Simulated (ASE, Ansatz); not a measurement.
A thermal frame of composition TiSi, cell Ti24Si24, brought to this temperature after a much hotter stage, at a temperature that wasn't checked against the liquidus, so perhaps supercooled [in the CHGNet run: it was liquid; mean temperature 1653 K (target 1660 K); density 3.80 g/cm³, volume +4 % from the start cell's; mean pressure -1.5 GPa against a target of 0], from MD with the machine-learned potential CHGNet 0.3.0 in ASE at 1660 K. DFT level: PBE (plane waves, PAW; Ansatz, a program for electronic structure).

```
Property                                          Result
-----------------  -------------------------------------
plane-wave cutoff                                 420 eV
k-points                      one point, (1/4, 1/4, 1/4)
Fermi-Dirac width                               0.143 eV
spin               not polarised; no spin-orbit coupling
```

A check of the k-sampling: on the last frame of the same run a denser mesh moved the PBE forces by 0.055 eV/Å rms, the static pressure by -0.06 GPa and the free energy by -2 meV/atom.

```
CELL_PARAMETERS angstrom
      9.26942     0.00000     0.00000
      0.00000     9.26942     0.00000
      0.00000     0.00000     9.26942
ATOMIC_POSITIONS crystal
  Ti 0.96367 0.67733 0.19558
  Ti 0.41737 0.93797 0.34360
  Ti 0.26113 0.91538 0.66167
  Ti 0.79492 0.36415 0.86890
  Ti 0.40149 0.69528 0.86661
  Ti 0.69753 0.56163 0.03078
  Ti 0.40055 0.53474 0.57740
  Ti 0.71003 0.60901 0.70187
  Ti 0.28394 0.41440 0.95517
  Ti 0.09256 0.83568 0.92762
  Ti 0.41355 0.99120 0.02872
  Ti 0.02597 0.93490 0.42087
  Ti 0.81308 0.25610 0.09704
  Ti 0.73561 0.87131 0.33349
  Ti 0.76829 0.45658 0.34496
  Ti 0.00273 0.13348 0.64518
  Ti 0.62959 0.15414 0.84845
  Ti 0.73480 0.85480 0.94516
  Ti 0.09940 0.18574 0.10816
  Ti 0.73960 0.98542 0.61211
  Ti 0.24842 0.15830 0.42593
  Ti 0.54330 0.23702 0.34007
  Ti 0.02567 0.47693 0.55174
  Ti 0.18653 0.44627 0.28234
  Si 0.00331 0.23626 0.36618
  Si 0.65402 0.35173 0.60399
  Si 0.33412 0.26008 0.18885
  Si 0.17705 0.10587 0.85290
  Si 0.46788 0.09316 0.59113
  Si 0.18078 0.33223 0.71655
  Si 0.50605 0.45456 0.83486
  Si 0.93280 0.64509 0.92558
  Si 0.53504 0.31926 0.04564
  Si 0.15623 0.92190 0.19064
  Si 0.77513 0.14228 0.38987
  Si 0.88603 0.67744 0.43991
  Si 0.64562 0.03684 0.11710
  Si 0.53315 0.76325 0.12822
  Si 0.51168 0.94163 0.77972
  Si 0.54925 0.79425 0.59093
  Si 0.45656 0.54146 0.28428
  Si 0.89750 0.97684 0.15313
  Si 0.91124 0.10208 0.89250
  Si 0.23560 0.68236 0.11463
  Si 0.17062 0.64221 0.74723
  Si 0.98335 0.44028 0.06754
  Si 0.23332 0.70388 0.38596
  Si 0.93665 0.76281 0.68137
```

Forces from the machine-learned potential CHGNet 0.3.0 on some atoms (eV/Å):

```
atom              Fx Fy Fz
----  --------------------
Ti9     -2.480 0.168 1.362
Ti11   -3.916 0.482 -0.584
Ti14  -2.436 -1.343 -0.815
Ti19   0.058 -1.355 -0.608
Ti21    -0.088 0.562 1.113
Si32  -2.282 -1.750 -1.609
Si37     0.385 1.373 2.375
Si38   -0.148 -0.295 0.661
Si40  -1.893 -1.200 -2.331
Si41    0.826 -0.227 0.051
```

### Question
Give the DFT forces on the same atoms (eV/Å), the static pressure (no kinetic part).

### Answer

```json
[
 {"atom": "Ti9", "Fx Fy Fz": "-0.911 -0.065 0.637"},
 {"atom": "Ti11", "Fx Fy Fz": "-3.348 0.278 -0.412"},
 {"atom": "Ti14", "Fx Fy Fz": "-1.957 -1.403 -0.333"},
 {"atom": "Ti19", "Fx Fy Fz": "-0.632 -0.820 -0.412"},
 {"atom": "Ti21", "Fx Fy Fz": "-0.051 0.171 1.048"},
 {"atom": "Si32", "Fx Fy Fz": "-1.547 -1.184 -1.124"},
 {"atom": "Si37", "Fx Fy Fz": "-0.226 1.252 1.482"},
 {"atom": "Si38", "Fx Fy Fz": "-0.160 -0.221 0.450"},
 {"atom": "Si40", "Fx Fy Fz": "-1.201 -1.031 -2.102"},
 {"atom": "Si41", "Fx Fy Fz": "0.663 0.032 -0.185"}
]
```
- static pressure (no kinetic part): -0.50 GPa
